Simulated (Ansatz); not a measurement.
## Energy of rock-salt GaSb (model structure) less that of zinc-blende GaSb, by level of theory

No measured value is used here.

```tsv
level (code)	value (meV/atom)
LDA (Ansatz)	(withheld)
PBE-D4 (Ansatz)	117
rVV10 (Ansatz)	204
```

Question: Complete the blanks.

Answer: 
- LDA (Ansatz, a first-principles code), value (meV/atom): 155

Each level is taken at its own relaxed cell. Ansatz's density-functional and Hartree–Fock values are scalar-relativistic unless marked +SOC, with PAW data made under PBE.

A model structure was made by putting elements into a prototype or built by hand; it is no filed structure, need not be a known phase, and can be a saddle point held by its symmetry.
